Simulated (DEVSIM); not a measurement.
System: illuminated CdTe p-on-n cell, one wavelength, at 350 K.

Layer 1 from the left is CdTe, thickness (μm) 0.270, Na (cm⁻³) 1.3e18, τn (s) 9.1e-12, τp (s) 2.9e-10, absorption coefficient (cm⁻¹) 14000. Layer 2 from the left is CdTe, thickness (μm) 1.40, Nd (cm⁻³) 5.8e15, τn (s) 4.8e-10, τp (s) 4.8e-10, absorption coefficient (cm⁻¹) 14000.

Left contact: ohmic, minority electron recombination velocity 10000 cm/s. Right contact: ohmic, minority hole recombination velocity 1e6 cm/s. Voltage is applied to the left contact. Recombination: SRH at mid-gap, radiative, Auger. Light enters at the left, 5.8e16 photons cm⁻² s⁻¹, one pass, no reflection. Mobility is constant in doping.

This is a model device: material constants are rounded textbook-type values typed into the input, and sizes, dopings and lifetimes were drawn at random. Values at 300 K; Nc and Nv go as T^1.5, mobilities as T to minus their exponent, the gap by Varshni's rule with the affinity fixed.

CdTe: gap (eV) 1.5, affinity (eV) 4.28, permittivity 10.2, Nc (cm⁻³) 8e17, Nv (cm⁻³) 1.8e19, μn (cm²/Vs) 1000, μp (cm²/Vs) 80, T exponent of μn 1.7, T exponent of μp 1.5, B (cm³/s) 1e-10, Cn (cm⁶/s) 1e-30, Cp (cm⁶/s) 1e-30, Varshni α (eV/K) 0.00031, Varshni β (K) 108.

DEVSIM, 1D drift-diffusion, Boltzmann statistics, complete ionisation; no tunnelling, impact ionisation, image-force lowering or self-heating.

Q: What does the simulation give for the open-circuit voltage, the dark forward voltage at 100 A/cm², the dark forward voltage at 1 A/cm²?

A: open-circuit voltage 0.661 V; dark forward voltage at 100 A/cm² 1.125 V; dark forward voltage at 1 A/cm² 0.923 V.
